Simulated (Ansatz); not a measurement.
Results of LDA (PAW; Ansatz, a program for electronic structure) for Mg₂BeN₂ (model structure, started from the Ca2ZnN2 type, I4/mmm, No. 139, 5 atoms in the cell).

Input file:

Ansatz 0.2 input:
```yaml
crystal:
  lattice:
    - [-1.5471970508, 1.5471970508, 5.4731438504]
    - [1.5471970508, -1.5471970508, 5.4731438504]
    - [1.5471970508, 1.5471970508, -5.4731438504]
  atoms:
    - { symbol: Mg, position: [0.6644139649, 0.6644139649, 0.0] }
    - { symbol: Mg, position: [0.3355860351, 0.3355860351, 0.0] }
    - { symbol: Be, position: [0.0, 0.0, 0.0] }
    - { symbol: N, position: [0.8604686767, 0.8604686767, 0.0] }
    - { symbol: N, position: [0.1395313233, 0.1395313233, 0.0] }
basis:
  ecutwfc: 520
  ecutrho_ratio: 4
  xc_grid: 2
kpoints:
  mp_grid: { grid: [14, 14, 14] }
hamiltonian:
  xc: lda
  dispersion: none
  pseudopotentials: { kind: paw }
scf:
  occupations: { method: fermi_dirac, width: 0.01 }
output:
  forces: true
  stress: true
  eigenvalues: true
relax:
  f_tol: 0.004
  escape_saddle: false
  max_steps: 80
  cell: { stress_tol: 0.02, fix: [volume] }
```

Excerpt of the program's output:

```
Relaxation: its limit of steps is 80 (relax.max_steps)
Crystal: 5 atoms, lattice volume = 52.407 Å³
Basis set: ecut = 520 eV, 1397 PW (Γ), FFT grids on a1+a3, a2+a3, a3, exchange–correlation on 48×48×90 points (8 copies of the dense FFT grid, shifted against one another)
Bands: 21, of which v1, the nominal top of the filled ones, is band 16 counted from 1 (15 counted from 0)
Symmetry: 16 space group operations
Space group: I4/mmm (ITA 139), of the structure as read, at distance tolerance 3.7e-5 Å
k-points: 244 of 2744
Functional: x = slater, c = lda
SCF iter   1: F=—  HF=-4643.646610 eV  |F-HF|=—  |Δ(HF+E_count)|=         —  Δρ=9.73e-3  dr2=5.01e-2
SCF iter   2: F=—  HF=-4643.627503 eV  |F-HF|=—  |Δ(HF+E_count)|=   1.91e-2  Δρ=2.95e-3  dr2=6.55e-3
  ...
SCF 1 converged in 6 iterations: F = -4643.625036 eV  dr2 = 1.40e-8
Crystal: 5 atoms, lattice volume = 52.407 Å³
Initial density: handed on by an earlier stage of this run
SCF 2 converged in 6 iterations: F = -4643.625629 eV  dr2 = 1.43e-11
Crystal: 5 atoms, lattice volume = 52.407 Å³
SCF 3 converged in 6 iterations: F = -4643.625828 eV  dr2 = 4.64e-10
Crystal: 5 atoms, lattice volume = 52.407 Å³
SCF 4 converged in 6 iterations: F = -4643.625833 eV  dr2 = 2.99e-13
Crystal: 5 atoms, lattice volume = 52.407 Å³
SCF iter   8: F=-4643.625833 eV  HF=-4643.625833 eV  |F-HF|=9.09e-13  |Δ(HF+E_count)|=  9.09e-13  Δρ=5.49e-9  dr2=6.27e-15
SCF iter   9: F=-4643.625833 eV  HF=-4643.625833 eV  |F-HF|=0.00e0  |Δ(HF+E_count)|=  9.09e-13  Δρ=2.30e-9  dr2=1.16e-15
SCF 5 converged in 9 iterations: F = -4643.625833 eV  dr2 = 1.16e-15
SCF converged after 9 iterations
Free energy (F): -4643.625833 eV
Internal energy: -4643.625833 eV  (E = F + TS)
E sigma→0 (E₀):  -4643.625833 eV
Fermi energy:    7.936595 eV
--- Forces (eV/Å), atoms counted from 1 ---
  atom   1  Mg     0.00000000    -0.00000000    -0.00010234
  atom   2  Mg    -0.00000000    -0.00000000     0.00010234
  atom   3  Be    -0.00000000     0.00000000     0.00000000
  atom   4  N     -0.00000000     0.00000000    -0.00035438
  atom   5  N     -0.00000000     0.00000000     0.00035438
--- Stress (GPa, compression-positive) ---
       -2.466567       0.000000       0.000000
        0.000000      -2.466567       0.000000
        0.000000       0.000000      -2.466098
  P = ⅓ Tr σ = -2.4664 GPa (-24.664 kbar)
```

The cell is one volume of an energy–volume scan, off the minimum.

The PAW data were made under PBE.

Note: the relaxation could raise the start's symmetry but not lower it, so the cell can be a saddle point.

Cost on a shared machine: around 90 core-seconds (rough).

A model structure was made by putting elements into a prototype or built by hand; it is no filed structure, need not be a known phase, and can be a saddle point held by its symmetry.
